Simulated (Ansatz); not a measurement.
Take ZnO (space group P4_2/mnm, No. 136; a = 5.516 Å, c = 3.240 Å; a cell from a computed database, its experimental status unchecked) as the base. Axes: x, y, z lie along a, b, c of the conventional cell.

Perturbation: the symmetric strain tensor [0.0001 0.0056 -0.0052; 0.0056 0.0129 0.0002; -0.0052 0.0002 -0.0018]; the atoms relax in the strained cell.

Levels (all Ansatz, a first-principles code, PAW): PBEsol (420 eV, no spin-orbit coupling); r2SCAN (500 eV, spin-orbit coupling left out); HSE06 (420 eV, no spin-orbit coupling).

One geometry, relaxed with PBEsol, under each level:

```json
[
 {"level": "PBEsol", "band gap": "0.68 eV", "lowest conduction level above the VBM at special points": "Γ 0.68 eV; Y 3.08 eV; Z 3.10 eV; T₂ 4.14 eV", "pressure": "-1.36 GPa"},
 {"level": "r2SCAN", "band gap": "1.17 eV", "lowest conduction level above the VBM at special points": "Γ 1.17 eV; Y 3.59 eV; Z 3.60 eV; T₂ 4.73 eV", "pressure": "-1.09 GPa"},
 {"level": "HSE06", "band gap": "___", "lowest conduction level above the VBM at special points": "___", "pressure": "–"}
]
```

**Question.** Give the withheld HSE06 results.

**Answer.** 
- HSE06, band gap: 2.49 eV
- HSE06, lowest conduction level above the VBM at special points: Γ 2.49 eV; Y 4.94 eV; Z 4.95 eV

Single points use the geometry relaxed with PBEsol. Their cutoffs differ, which shifts pressures a little. Whether these cells are dynamically stable was not tested. This is not the structure that ZnO has at room temperature and ambient pressure. k-point labels follow each cell's own Brillouin zone.
